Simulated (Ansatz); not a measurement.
Functionals compared on a constructed model of the (0001) surface of hcp Re, a pseudomorphic layer of Au in the host's stacking (bottom of the slab: a bare face, its two planes held), in Ansatz (plane waves, PAW). The structure was relaxed with PBE; the other rows are single points on it. Cutoff 420 eV (500 eV for r2SCAN).

Slab: 7 atoms, 13.7 Å thick at the start; k 15x15x1, smearing 0.1 eV, dipole-corrected; 2 atoms held, the rest relaxed; symmetry of the start imposed; no spin, no spin-orbit, no U. It is one candidate, not shown to be the stable structure of the face. These notes are the PBE run's.

| functional | work function of the top face (eV) | rough cost of the single point |
|---|---|---|
| PBE | 5.12 | – |
| RPBE | 4.94 | roughly 28 core-seconds |
| r2SCAN | (withheld) | around 50 core-seconds (rough) |

What belongs in the gaps?


- r2SCAN, work function of the top face (eV): 5.12

Ansatz is an electronic-structure program.
